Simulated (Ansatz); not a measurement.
We consider Sb2TeO2 (model structure, started from the La2SO2 type, P-3m1, No. 164, 5 atoms in the cell), described by r²SCAN (PAW; Ansatz, an electronic-structure program).

Settings: plane-wave cutoff 560 eV, 18×18×8 k mesh (along the axes of the cell as run), Fermi–Dirac smearing 0.05 eV, scalar-relativistic PAW data made under PBE.

Cell (relaxed with PBEsol):

```
O2Sb2Te
1.0
    3.96380     0.00000     0.00000
   -1.98190     3.43275     0.00000
    0.00000     0.00000     7.06456
Sb Te O
2 1 2
Direct
  0.66667   0.33333   0.80072
  0.33333   0.66667   0.19928
  0.00000   0.00000   0.50000
  0.66667   0.33333   0.10751
  0.33333   0.66667   0.89249
```

**Question.** Predict the band gap and Γ–Γ gap.

**Answer.** 
- band gap: 0.11 eV (under three smearing widths, so not firm)
- Γ–Γ gap: 2.22 eV

Note: the relaxation could raise the start's symmetry but not lower it, so the cell can be a saddle point; cell and atoms aren't relaxed at this level (largest force component 0.22 eV/Å, pressure 1.6 GPa).

Spin–orbit coupling is not included; it can close the smallest gap of 0.11 eV.

Static lattice: no zero-point or thermal effects.

It cost very roughly 2.2 core-minutes of CPU time.

A model structure was made by putting elements into a prototype or built by hand; it is no filed structure, need not be a known phase, and can be a saddle point held by its symmetry.
